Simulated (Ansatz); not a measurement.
Subject: the formation energy of H_i in Cu (fcc, Fm-3m). Reaction: 64 Cu (fcc) + 1/2 H2 (gas) → cell A.

Cell A: a supercell of 64 sites of Cu (fcc, Fm-3m) with H off the lattice sites (6 Cu at 1.85 Å); spin state with PBE: run without spin, k-point mesh 5×5×5.
```
CELL_PARAMETERS angstrom
     10.26676     0.00000     0.00000
      5.13338     8.89128     0.00000
      5.13338     2.96376     8.38278
ATOMIC_POSITIONS crystal
  Cu 0.00008 0.99992 0.99992
  Cu 0.00008 0.99992 0.25008
  Cu 0.99962 0.00038 0.50017
  Cu 0.99962 0.00038 0.74983
  Cu 0.00008 0.25008 0.99992
  Cu 0.00001 0.25001 0.25001
  Cu 0.00016 0.25016 0.49984
  Cu 0.00001 0.25001 0.74997
  Cu 0.99962 0.50017 0.00038
  Cu 0.00016 0.49984 0.25016
  Cu 0.00016 0.49984 0.49984
  Cu 0.99962 0.50017 0.74983
  Cu 0.99962 0.74983 0.00038
  Cu 0.00001 0.74997 0.25001
  Cu 0.99962 0.74983 0.50017
  Cu 0.99830 0.75057 0.75057
  Cu 0.25003 0.99999 0.99999
  Cu 0.25017 0.00038 0.24962
  Cu 0.24943 0.00170 0.49943
  Cu 0.25017 0.00038 0.74983
  Cu 0.25017 0.24962 0.00038
  Cu 0.24984 0.25016 0.25016
  Cu 0.24984 0.25016 0.49984
  Cu 0.25017 0.24962 0.74983
  Cu 0.24943 0.49943 0.00170
  Cu 0.24984 0.49984 0.25016
  Cu 0.24943 0.49943 0.49943
  Cu 0.24731 0.49731 0.75269
  Cu 0.25017 0.74983 0.00038
  Cu 0.25017 0.74983 0.24962
  Cu 0.24731 0.75269 0.49731
  Cu 0.24731 0.75269 0.75269
  Cu 0.50016 0.99984 0.99984
  Cu 0.49983 0.00038 0.24962
  Cu 0.49983 0.00038 0.50017
  Cu 0.50016 0.99984 0.75016
  Cu 0.49983 0.24962 0.00038
  Cu 0.49997 0.25001 0.25001
  Cu 0.49983 0.24962 0.50017
  Cu 0.50057 0.24830 0.75057
  Cu 0.49983 0.50017 0.00038
  Cu 0.49983 0.50017 0.24962
  Cu 0.50269 0.49731 0.49731
  Cu 0.50269 0.49731 0.75269
  Cu 0.50016 0.75016 0.99984
  Cu 0.50057 0.75057 0.24830
  Cu 0.50269 0.75269 0.49731
  Cu 0.50057 0.75057 0.75057
  Cu 0.74999 0.99999 0.99999
  Cu 0.74992 0.99992 0.25008
  Cu 0.74999 0.99999 0.50003
  Cu 0.74984 0.99984 0.75016
  Cu 0.74992 0.25008 0.99992
  Cu 0.74992 0.25008 0.25008
  Cu 0.75038 0.24962 0.50017
  Cu 0.75038 0.24962 0.74983
  Cu 0.74999 0.50003 0.99999
  Cu 0.75038 0.50017 0.24962
  Cu 0.75170 0.49943 0.49943
  Cu 0.75038 0.50017 0.74983
  Cu 0.74984 0.75016 0.99984
  Cu 0.75038 0.74983 0.24962
  Cu 0.75038 0.74983 0.50017
  Cu 0.74984 0.75016 0.75016
  H  0.37500 0.62500 0.62500
```

Reference: Cu (fcc, Fm-3m), 64 atoms in the cell, the relaxed perfect crystal repeated, atoms not moved again; spin state with PBE: run without spin, k-point mesh 5×5×5 on the run's own vectors.

Reference: an isolated H2 molecule (singlet) in a box of 11 × 11 × 13 Å.

Computed with Ansatz (plane waves, PAW), its default PAW set, cutoff 420 eV, 500 eV for r2SCAN. The structures are at rest with PBE, within the held lattices; other levels are single points on them. Neutral cells; Fermi-Dirac smearing of at most 0.10 eV in the solids, energies taken to zero width. The lattices are those relaxed with PBE, so at other levels the solids can be strained, which adds to the spread. Larger cells are relaxed from a start prepared with the learned potential CHGNet, on a coarser mesh till forces fall under 0.03 eV/Å, which some starts already meet. A dispersion term (D3(BJ), or D4 for r2SCAN) was computed beside these levels and is taken off wherever the name lacks it. The PAW files were made for PBE and serve at the other functionals too. Space groups of crystals are read within 0.01 Å. Static lattices, no vibrational contributions. The structures are the rest points that the relaxations reached, not proven lowest. No correction for cell size. Mesh and cell size may move defect energies by 0.1 eV or more. Cell A has symmetry Fm-3m within 0.02 Å and got no random move, so less symmetric positions, which may lie lower, weren't tried.

Predict the value from r2SCAN.

0.33 eV, for 64 Cu (fcc) + 1/2 H2 (gas) → cell A.

How does the value move with the functional?


```json
[
 {"Level": "PBE", "value (eV)": "0.43", "less r2SCAN": "0.10"}
]
```

The levels shown span 0.10 eV, from r2SCAN (0.33) to PBE (0.43).

Ansatz is a quantum-chemistry and plane-wave program.
